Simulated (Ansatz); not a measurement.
# CsPbBr3, response to strain

Start from CsPbBr3 in the cubic perovskite structure (space group Pm-3m, No. 221).

```
CsPbBr3
1.0
    5.87207     0.00000     0.00000
    0.00000     5.87207     0.00000
    0.00000     0.00000     5.87207
Cs Pb Br
1 1 3
Cartesian
  0.00000   0.00000   0.00000
  2.93604   2.93604   2.93604
  2.93604   0.00000   2.93604
  0.00000   2.93604   2.93604
  2.93604   2.93604   0.00000
```

Cartesian axes are those of the cell as printed.

Strains are applied to the cell and any free atomic positions relax.

The values are results of PBEsol (Ansatz, a quantum-chemistry and plane-wave program; PAW; 420 eV plane waves; without spin-orbit coupling), not measurements.

Candidates:
(a) uniaxial strain ε_zz = −1.80 %
(b) uniaxial strain ε_zz = −3.00 %
(c) uniaxial strain ε_zz = −1.20 %
(d) uniaxial strain ε_zz = −0.60 %
(e) uniaxial strain ε_zz = −2.40 %

Notes on the quantities. energy relative to the base: free energy F.

Task: Order them by energy relative to the base, highest first.

Result: (b) uniaxial strain ε_zz = −3.00 % (+6.7 meV/atom), (e) uniaxial strain ε_zz = −2.40 % (+4.2 meV/atom), (a) uniaxial strain ε_zz = −1.80 % (+2.3 meV/atom), (c) uniaxial strain ε_zz = −1.20 % (+1.0 meV/atom), (d) uniaxial strain ε_zz = −0.60 % (+0.2 meV/atom)

No phonon test of stability was made. Many cubic perovskites are stable only at high temperature; tilts and polar distortions were not tested. This is not the structure that CsPbBr3 has at room temperature and ambient pressure.
